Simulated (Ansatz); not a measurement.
Surface energy of faces of hcp Tl in PBE and in RPBE, in Ansatz (plane waves, PAW). Symmetric slabs relaxed with PBE from ideal cuts in 1x1 cells (the lowest computed cut and spin start of each face; real faces may reconstruct in larger cells); RPBE values are single points on them, with the bulk at the same level. No spin-orbit coupling, no U.

| face | PBE (J/m²) | RPBE (J/m²) |
|---|---|---|
| (0001) | 0.28 | 0.18 |
| (10-10) | 0.25 | 0.15 |
| (10-11) | 0.28 | 0.17 |
| (10-12) | 0.30 | 0.20 |
| (10-13) | 0.30 | 0.20 |
| (11-20) | 0.30 | 0.19 |
| (11-21) | 0.30 | 0.20 |
| (11-22) | 0.28 | ? |
| (11-23) | 0.30 | 0.20 |

Fit a straight line y = a·x + b by least squares to the 8 complete rows (x: PBE (J/m²); y: RPBE (J/m²)).

the means are x̄ = 0.2888 and ȳ = 0.1862; Σ(x − x̄)² = 0.0022875 and Σ(x − x̄)(y − ȳ) = 0.0022625, so a = 0.989 and b = ȳ − a·x̄ = -0.099. The largest residual is 0.008.

What does the line predict for the withheld row, (11-22), and what did the calculation give?

the line gives 0.18; the calculation gave 0.18, a miss of 0.00, of the size of the fitted rows' scatter and rounding.

Ansatz is a first-principles code.
